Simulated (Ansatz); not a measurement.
Ansatz (a program for electronic structure) run on MoCl6 (P31m, 7 atoms in the cell): self-consistent single point.

Computed with LDA (PW92), default PAW files made with PBE (plane waves; Ansatz).

The change in words: lattice scaled by 0.98; basis.ecutrho_ratio: default → 5. Reference geometry:
```
MoCl6
1.0
    6.15496     0.00000     0.00000
   -3.07748     5.33035     0.00000
    0.00000     0.00000     5.64892
Mo Cl
1 6
Direct
  0.00000   0.00000   0.50885
  0.30361   0.30361   0.26629
  0.69639   0.69639   0.73371
  0.69639   0.00000   0.26629
  0.30361   0.00000   0.73371
  0.00000   0.69639   0.26629
  0.00000   0.30361   0.73371
```

Reference input (self-consistent single point, DFT, LDA (PW92), plane waves, default PAW files made with PBE): basis.ecutwfc = 420 eV; kpoints.mp_grid.grid = 4 4 4; hamiltonian.xc = lda; hamiltonian.pseudopotentials = {kind: paw} (the program's default PAW files); scf.occupations.method = fixed. This run's input differs from it in these lines:

Ansatz 0.2 input:
```diff
@@ -3,5 +3,5 @@
   lattice:
-    - [6.15496000, 0.00000000, 0.00000000]
-    - [-3.07748000, 5.33035200, 0.00000000]
-    - [0.00000000, 0.00000000, 5.64892200]
+    - [6.03186100, 0.00000000, 0.00000000]
+    - [-3.01593000, 5.22374500, 0.00000000]
+    - [0.00000000, 0.00000000, 5.53594400]
   atoms:
@@ -16,2 +16,3 @@
   ecutwfc: 420.0
+  ecutrho_ratio: 5
 kpoints:
```

Log, with long lists cut:

```
SCF iter   1: F=—  HF=-11112.253075 eV  |F-HF|=—  |Δ(HF+E_count)|=         —  Δρ=5.83e-3  dr2=4.43e-2  ethr=1.77e-3  ⟨swp⟩=4.0  Hψ=1625  notcnv=0  defer=53
all-band conjugate gradients solve this SCF's bands
preconditioner: auto → Resta (q_TF=auto, 2.258 Å⁻¹)
SCF iter   2: F=—  HF=-11112.246735 eV  |F-HF|=—  |Δ(HF+E_count)|=   6.34e-3  Δρ=3.33e-3  dr2=1.59e-2  ethr=7.91e-5  ⟨swp⟩=3.0  Hψ=861  notcnv=0  defer=62
   [... lines left out ...]
SCF iter   5: F=—  HF=-11112.243684 eV  |F-HF|=—  |Δ(HF+E_count)|=   3.93e-5  Δρ=7.19e-5  dr2=1.44e-5  ethr=3.33e-7  ⟨swp⟩=2.1  Hψ=599  notcnv=0  defer=28
SCF iter   6: F=—  HF=-11112.243717 eV  |F-HF|=—  |Δ(HF+E_count)|=   3.35e-5  Δρ=3.18e-5  dr2=2.87e-6  ethr=2.58e-8  ⟨swp⟩=2.4  Hψ=699  notcnv=0  defer=26
SCF iter   7: F=—  HF=-11112.243717 eV  |F-HF|=—  |Δ(HF+E_count)|=   8.30e-9  Δρ=8.52e-6  dr2=2.27e-7  ethr=5.13e-9  ⟨swp⟩=2.8  Hψ=741  notcnv=0  defer=26
SCF iter   8: F=-11112.243718 eV  HF=-11112.243718 eV  |F-HF|=9.18e-9  |Δ(HF+E_count)|=   1.24e-7  Δρ=2.54e-6  dr2=1.94e-8  ethr=1.79e-10  ⟨swp⟩=12.8  Hψ=2247  notcnv=0
SCF 1 converged in 8 iterations: F = -11112.243718 eV  dr2 = 1.94e-8
Free energy (F): -11112.243718 eV
Internal energy: -11112.243718 eV  (E = F + TS)
E sigma→0 (E₀):  -11112.243718 eV
Fermi energy:    2.342118 eV
--- Forces (eV/Å), atoms counted from 1 ---
  atom   1  Mo     0.00000000    -0.00000000    -0.96603343
  atom   2  Cl     0.22938020     0.39729812    -0.34628291
  atom   3  Cl    -0.44066853    -0.76326020     0.66829260
  atom   4  Cl    -0.45876036     0.00000002    -0.34628291
  atom   5  Cl     0.88133699    -0.00000004     0.66829260
  atom   6  Cl     0.22938016    -0.39729814    -0.34628291
  atom   7  Cl    -0.44066846     0.76326025     0.66829260
--- Stress (GPa, compression-positive) ---
        2.006168       0.000000      -0.000000
        0.000000       2.006168       0.000000
       -0.000000       0.000000       1.734371
  P = ⅓ Tr σ = 1.9156 GPa (19.156 kbar)
  The stress holds the Pulay correction. Without it, at fixed plane waves, as pw.x and ABINIT print it: P = 1.9117 GPa
```

The run converged in 8 iterations. Against the reference run the free energy goes down by 1.5 meV/atom, the pressure goes from -2.01 to 1.92 GPa, the largest force goes from 0.837 to 1.106 eV/Å and the gap on the mesh goes from 0.993 to 1.025 eV.

The starting cell comes from a database of computed structures (which also holds hypothetical and non-ambient phases and stackings), without a prior relaxation at this level. Its lattice was rescaled by up to half a per cent. One atom was moved a little off its site on purpose. For this run, on top of that: lattice scaled by 0.98. Forces in this geometry exceed 1 eV/Å. Ansatz's pressure includes its estimate of the finite-basis (Pulay) stress.
